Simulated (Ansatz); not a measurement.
Cell and atoms of amorphous Ti₄₀O₇₈:

```xyz
118
Lattice="11.2254 0.1687 0.3981 0.1686 11.5060 -0.0700 0.3983 -0.0703 11.2938" Properties=species:S:1:pos:R:3 pbc="T T T"
Ti     5.2489     4.2757     6.2135
Ti     9.4466     6.1696     4.8103
Ti     2.3364     4.4243     2.4285
Ti    10.1138     9.2448     5.1843
Ti    10.5428     4.9903     8.9401
Ti     5.2297     8.4868    11.2034
Ti     8.6366     0.6594    10.8535
Ti     3.2973     8.8999     8.3253
Ti     2.0932     3.9043     8.1794
Ti     7.8507     6.0646     7.8471
Ti     2.6397     0.1085     7.2448
Ti     7.6745    11.2033     4.8312
Ti     0.1955     0.0334     0.4595
Ti     8.3137     1.6702     2.2529
Ti     0.5228     7.2901     7.1901
Ti    10.4222     3.9665     2.8373
Ti     7.2661     0.6906     7.9708
Ti    10.0082     7.4307     1.8945
Ti     2.7146     2.1949     4.8201
Ti     1.4026     5.1721     5.2340
Ti     1.7645     9.6918     2.8896
Ti     6.2093     2.5754    10.0881
Ti     8.7258     3.3915     6.1095
Ti     7.0409     8.0269     4.5087
Ti     3.5618     0.2912     1.4528
Ti     3.6225     7.1143     4.8349
Ti     2.5738     1.5159     9.9010
Ti    11.0515     1.4255     8.6008
Ti     4.3787     5.8338     8.7826
Ti     4.6252     5.4482     0.4720
Ti     1.7671     8.3520    11.1004
Ti     5.1073     2.9054     2.9970
Ti     7.9408    10.0510     1.4438
Ti     6.8183     7.1395     1.7155
Ti     4.2148    10.2525     4.8398
Ti     7.7551     9.2609     9.4878
Ti     5.2131    11.2378     9.5396
Ti     1.3832     4.9066    10.8563
Ti     8.6507     4.6132    11.3713
Ti    10.6755     1.1918     4.9089
O      7.0442     8.8947     2.7470
O      6.7659     8.7198     0.2640
O      4.5470     4.4451     2.1736
O      0.8282     4.1646     3.7686
O      7.2478     0.4092     1.1662
O      9.3500     7.8675     3.9378
O      1.2029     1.1947     4.4437
O      5.8849    10.9656     4.5744
O      0.4262     8.9027     3.7851
O      8.0458    10.4125     8.1571
O      5.5089     0.1283     7.8753
O      9.7242     1.0175     0.8162
O      4.8394     5.7521     5.3344
O      2.7120     1.8819     8.0407
O      6.9784     3.7786     5.9351
O      3.3619    10.9518     8.9714
O      9.2315     4.6895     7.2990
O      6.7497     2.5596     8.4153
O      0.7308     0.8476     9.7896
O      1.9992     0.8132     0.4671
O      8.3476    11.4346     3.1557
O      2.0920     8.6674     1.4434
O      3.3551    11.0031     2.9913
O      7.9564     7.6442     8.7330
O     10.5822     6.8576     8.8225
O      6.9174     2.6216     3.0064
O      9.2699     4.2840     4.5907
O      5.3133     8.3441     4.9985
O      4.4636    10.4695     0.3194
O      4.8114     1.5162     1.7926
O      8.0528     9.4643     5.3612
O     10.1379     2.1487     6.3696
O      3.4099     8.5390    10.2602
O     10.7352     4.8064    10.8399
O      0.2719     6.9390     0.2730
O      0.6624    11.0418     2.1107
O      0.7330     3.9458     1.3130
O      2.2390     6.9287     5.9670
O      3.9792     4.2701     7.6706
O      2.6949     5.3745     0.7859
O      8.9050    10.2898    10.7421
O      9.2919     1.1303     9.0260
O      7.0140     6.4949     3.4065
O      2.5992     5.5872     9.4598
O      6.1762     5.4974     7.8635
O      6.8008     0.5879    10.0319
O      4.4858     1.4785    10.2748
O     10.7019     8.7574     6.8064
O      9.0892     3.6947     1.6234
O      2.1251     3.2546    10.1384
O      1.5869     8.3649     8.3115
O      0.9596     5.2423     7.2636
O      7.6721     1.0564     6.1873
O      3.4315     0.5916     5.5670
O      3.1061     8.8272     4.0724
O      5.1837     4.1394    10.4054
O      5.1563     6.7039    10.3288
O      4.1723     7.3776     7.8580
O      6.6117     5.4113     0.7488
O      9.5435     9.2290     1.6820
O      0.8201     9.8391    10.8471
O      8.5882     5.1198     9.5931
O      9.9573     2.0831     3.4400
O     10.0454    11.0797     5.1582
O      3.5423     9.8373     6.6245
O      2.9088     2.7185     3.0119
O      7.8285     2.8474    11.0383
O      0.8449     0.0905     7.1091
O      5.8354     9.3823     9.4689
O     11.0025     6.3601     5.7128
O     11.4050     3.2195     8.5768
O     10.2325     5.8548     2.9682
O      2.6627     5.8116     3.7636
O      2.1306     3.5306     5.9529
O      4.9282     7.3325     1.4188
O      4.6383     2.9840     4.8708
O      8.0275     6.7459     5.9530
O      8.6435     6.7086     1.0019
```

Calculation: PBE, scalar-relativistic without spin-orbit coupling (plane waves to 420 eV, PAW; Ansatz, a quantum-chemistry and plane-wave program). The usual formal charges leave 4 electrons over, so the level spacing at the Fermi energy parts defect or band states and needn't be the band gap. In the spin-polarised cell the level spacing at the Fermi energy can part levels of unlike spin.

It comes from a melt-quench run on a machine-learned potential (CHGNet), relaxed afterwards by DFT. O atoms were pushed apart under 1.9 Å during the dynamics, to hinder bonds among them. The hot cell started wider than the set density and was brought back towards it in steps. It is the lowest in DFT energy of 4 quenches. It is a model cell: composition and starting density were chosen by hand, and all elements were melted together. No dispersion term was used. Its density started from a set value of 3.75 and ended at 3.61 g/cm³. The simulated quench (nominally 240 K/ps over its main leg) is rapid and tends to freeze in more defects than a deposited or slowly cooled glass has. Values belong to this one cell and scatter from quench to quench. Volume and shape were free in the relaxation.

Neighbours within Ti-Ti 3.12 Å, Ti-O 2.60 Å, O-O 1.58 Å count as bonded. Two cations that share two anions don't count as bonded, nor two that share one unless they lie closer than Ti-Ti 3.04 Å.

Give the coordination numbers, mean bond lengths and angles.


```yaml
Mean coordination of Ti by anions: 5.45 (3 with 4, 17 with 5, 19 with 6, 1 with 7)
Mean coordination of O: 2.79 (21 with 2, 52 with 3, 5 with 4)
Mean Ti-O bond: 1.977 Å (spread 0.150 Å, 218 counted)
Bond angle at Ti: mean 104.7°, spread 27.4°
Bond angle at O: mean 117.7°, spread 20.2°
```

List the pairs of like atoms that count as bonded by the rules above.

There are none by these rules.
